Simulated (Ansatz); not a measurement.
Base system: BeS in the zinc blende structure (space group F-43m, No. 216; a = 4.876 Å).

Levels (all Ansatz, a program for electronic structure, PAW): PBE (420 eV, scalar-relativistic without spin-orbit coupling); HSE06 (420 eV, spin-orbit coupling left out).

Its gap is 3.15 eV with PBE and 4.09 eV with HSE06.

Perturbation: cell and atoms relaxed at a pressure of 3 GPa.

With PBE the gap becomes 3.08 eV.

Question: If the HSE06 correction stayed the same, what would the HSE06 gap be, and what does the HSE06 run give?

Answer: A rigid correction of +0.94 eV gives 4.02 eV. The HSE06 run gives 4.02 eV, so the two effects roughly add.

Single points use the geometry relaxed with PBE. HSE06 was sampled on its mesh, a few special points and the semilocal edge points, so its gap is an upper bound. Load acts through the strain it causes; cell and atoms are relaxed under it. No phonon test of stability was made.
